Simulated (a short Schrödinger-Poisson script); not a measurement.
## Symmetric double-gate stack, Si3N4 on p-type GaAs

System: symmetric double-gate stack, Si3N4 on p-type GaAs, at 300 K.

| layer | material | thickness (nm) | Na (cm⁻³) |
|---|---|---|---|
| 1 | Si3N4 | 4.5 | - |
| 2 | GaAs | 2 | 7e16 |
| 3 | Si3N4 | 4.5 | - |

The device is made up for the run: typed textbook-type constants, with dimensions and the other settings drawn at random. Si3N4: permittivity 7.5, conduction-band edge (eV) 1.97, gap (eV) 5.1, electron mass (mₑ) 0.5. GaAs: permittivity 12.9, conduction-band edge (eV) 0, gap (eV) 1.424, Nv at 300 K (cm⁻³) 9e18.

Channel valleys (confinement mass, in-plane density-of-states mass, number): Γ 0.067, 0.067, 1. At the gates, both at one voltage, the conduction-band edge of layer 1 lies 2.46 eV − eVg above the Fermi level of the channel. Gaps are held at their typed values at every temperature. Mesh 0.03 nm at interfaces.

From a short Schrödinger-Poisson script (our own, NumPy): 1D Poisson equation in equilibrium, electrons quantum, Hartree (BenDaniel-Duke, 12 states a valley, the channel's in-plane mass for all, wave functions free to enter the dielectric), parabolic valleys, classical holes, full ionisation, no traps, pinning or gate leakage.

| Vg (V) | electrons (cm⁻²) | C (μF/cm²) | Γ E0 (meV) | Γ E1 (meV) |
|---|---|---|---|---|
| 0.5 | 1.18e7 | < 0.003 | 285.0 | 1674.2 |
| 0.7 | 2.51e10 | 0.148 | 86.4 | 1475.5 |
| 0.9 | 1.30e12 | 1.61 | -41.7 | 1344.7 |
| 1.1 | 3.42e12 | 1.73 | -122.0 | 1259.9 |
| 1.3 | 5.59e12 | 1.74 | -199.6 | - |
| 1.5 | 7.76e12 | 1.74 | -277.2 | - |
| 1.7 | 9.93e12 | 1.74 | -354.7 | - |
| 1.9 | 1.21e13 | 1.74 | -432.3 | - |

Gate voltages with under 1e6 electrons/cm² are left out.

Subbands count from the Fermi level; a dash marks a level above the dielectric's band edge. The capacitance is that of both gates.

Above a few 1e12 electrons/cm² a light Γ valley is non-parabolic and upper valleys begin to fill, which the model leaves out.
